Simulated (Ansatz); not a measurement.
Take Al in the fcc (Cu type) structure (space group Fm-3m, No. 225; a = 4.015 Å; relaxed with 0.1 eV smearing) as the base. Axes: x, y, z lie along the cube axes.

All numbers come from PBEsol in Ansatz (plane waves to 420 eV, PAW, no spin-orbit coupling).

Base values:

| Item | Result |
|---|---|
| Volume per atom | 16.19 Å³ |

Modification: biaxial strain −0.50 %, plane normal [001], relaxed out of plane (Cartesian); in-plane vectors clamped, the third vector and the atoms free.

**Question.** How does this affect the in-plane stress?

**Answer.** The mean in-plane stress (compression positive) amounts to +0.5 GPa.

**Question.** Estimate the effect on the volume per atom.

**Answer.** The volume per atom drops by 0.07 Å³ (16.19 Å³ → 16.12 Å³).

Stability against distortions was not tested.

Ansatz is a first-principles code.
